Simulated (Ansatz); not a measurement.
Take Sn$_{4}$Au (space group Ccce, No. 68; a cell from a computed database, its experimental status unchecked) as the base.

```xyz
10
Lattice="3.2612 -5.8801 0.0000 3.2612 5.8801 0.0000 0.0000 0.0000 6.4897" Properties=species:S:1:pos:R:3 pbc="T T T"
Sn     2.1963    -1.5367     5.4062
Sn     4.3262     1.5367     5.4062
Sn     2.1963     1.5367     1.0835
Sn     4.3262    -1.5367     1.0835
Sn     1.0650     1.5367     4.3284
Sn     5.4575    -1.5367     4.3284
Sn     1.0650    -1.5367     2.1613
Sn     5.4575     1.5367     2.1613
Au     0.0000     0.0000     0.0000
Au     3.2612     0.0000     3.2449
```

Method: plane-wave PAW DFT at the PBEsol level (Ansatz, a quantum-chemistry and plane-wave program, 420 eV), scalar-relativistic without spin-orbit coupling.

For the base:

```
Quantity            Value
---------------  --------
Volume per atom  24.89 Å³
Band gap             zero
```

One thing is altered: hydrostatic tension (pressure −2 GPa).

What happens to the volume per atom?

The volume per atom increases by 0.88 Å³ to 25.77 Å³.

Predict the new band gap.

The band gap stays zero.

Load acts through the strain it causes; cell and atoms are relaxed under it. No phonon test of stability was made.
